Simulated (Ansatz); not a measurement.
The parent structure is NbAs in the CsCl type structure (space group Pm-3m, No. 221; a = 3.2178 Å; a hypothetical phase, not in the database extracts checked; relaxed with 0.1 eV smearing). Axes: x, y, z lie along the cube axes.

(Cell as relaxed with PBE.)

Levels (all Ansatz, an electronic-structure program, PAW): PBE (420 eV, scalar-relativistic without spin-orbit coupling); PBEsol (420 eV, scalar-relativistic without spin-orbit coupling).

Each level relaxes its own structure.

| base | PBE | PBEsol |
|---|---|---|
| volume per atom | 16.66 Å³ | 16.09 Å³ |
| lattice parameter a | 6.081 bohr | 6.011 bohr |
| band gap | zero | zero |

The change: the cell is stretched by 5.47 % along y with no lateral relaxation; the atoms relax in the strained cell.

| quantity | PBE | PBEsol |
|---|---|---|
| energy relative to the base (free energy F) | +44 meV/atom | (withheld) |
| stress (xx, yy, zz, yz, xz, xy; compression positive) | (-4.2, -14.6, -4.2, 0.0, 0.0, 0.0) GPa | (withheld) |
| band gap | zero | (withheld) |
| shortest interatomic distance | 5.364 bohr | (withheld) |

Task: Given the PBE results, estimate those of PBEsol.

Result: 
- energy relative to the base (free energy F), PBEsol: +46 meV/atom
- stress (xx, yy, zz, yz, xz, xy; compression positive), PBEsol: (-4.8, -15.9, -4.8, 0.0, 0.0, 0.0) GPa
- band gap, PBEsol: zero
- shortest interatomic distance, PBEsol: 5.302 bohr

PBE's energy relative to the base lies 2.1 meV/atom below PBEsol's; PBE's shortest interatomic distance lies 0.062 bohr above PBEsol's (1.2 %); the two agree on the band gap. Neither level is exact; PBEsol is the comparison here, not a measurement.

Stability against distortions was not tested. The final runs are not spin-polarised.
